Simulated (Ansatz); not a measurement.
Data:

```
SnSe2
1.0
    3.98419     0.00000     0.00000
   -1.99209     3.45041     0.00000
    0.00000     0.00000    19.09975
Sn Se
1 2
Direct
  0.00000   0.00000   0.50000
  0.33333   0.66667   0.58154
  0.66667   0.33333   0.41846
```

Method: PBE, rigid bands (plane waves, PAW, scalar-relativistic; Ansatz, a quantum-chemistry and plane-wave program). Condition of this run: biaxial strain +3 %. Geometry: cell and atoms relaxed with PBE, then loaded as said.

What conductivity effective mass do dilute electrons have at 300 K?

0.36 mₑ.

And the band gap?

0.88 eV at this level; semilocal functionals usually fall short of the measured gap.

Rigid bands, one relaxation time for all states, no polarons. Spin-orbit coupling is left out; where it splits the top of the valence band it changes the hole mass and lowers the gap by about a third of the splitting.

Model free-standing layer, not matched to a measured one here: monolayer SnSe2.
